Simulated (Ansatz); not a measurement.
Band structure of YSF (P4/nmm, 6 atoms in the cell).

```yaml
crystal:
  lattice:
    - [3.76469, 0.00000, 0.00000]
    - [0.00000, 3.76469, 0.00000]
    - [0.00000, 0.00000, 6.81165]
  atoms:
    - { symbol: Y, position: [0.00000, 0.50000, 0.22723] }
    - { symbol: Y, position: [0.50000, 0.00000, 0.77277] }
    - { symbol: S, position: [0.00000, 0.50000, 0.64557] }
    - { symbol: S, position: [0.50000, 0.00000, 0.35443] }
    - { symbol: F, position: [0.00000, 0.00000, 0.00000] }
    - { symbol: F, position: [0.50000, 0.50000, 0.00000] }
```

Method: PBEsol, default PAW files made with PBE (plane waves; Ansatz, a program for electronic structure).

Settings: kpoints.mp_grid.grid = 6 6 4; hamiltonian.xc = pbesol; hamiltonian.pseudopotentials = {kind: paw} (the program's default PAW files); scf.occupations.method = fixed; kpoints.band_path.npoints = 8.

The starting cell comes from a database of computed structures (which also holds hypothetical and non-ambient phases and stackings), without a prior relaxation at this level. Its lattice was rescaled by a random factor within 2.5 % of one.

**Question.** Predict the gap along the standard path and the places of the band edges.

**Answer.** The gap along the path is 1.20 eV, direct at Γ to within 0.01 eV.

Levels in eV from the top of the valence band on the path, bands 21 to 28:
| point | 21 | 22 | 23 | 24 | 25 | 26 | 27 | 28 |
|---|---|---|---|---|---|---|---|---|
| Γ | -1.69 | -0.23 | 0.00 | 0.00 | 1.20 | 2.98 | 3.68 | 3.73 |
| X | -1.70 | -1.70 | -1.12 | -1.12 | 3.67 | 3.67 | 4.59 | 4.59 |
| M | -1.74 | -1.74 | -1.27 | -1.27 | 4.74 | 4.74 | 4.97 | 4.97 |
| Z | -1.59 | -1.03 | -0.07 | -0.07 | 1.79 | 2.20 | 3.89 | 3.94 |
| R | -1.63 | -1.63 | -0.86 | -0.86 | 3.98 | 3.98 | 4.33 | 4.33 |
| A | -1.53 | -1.53 | -1.31 | -1.31 | 4.79 | 4.79 | 5.38 | 5.38 |

Keys are those of Ansatz 0.2.
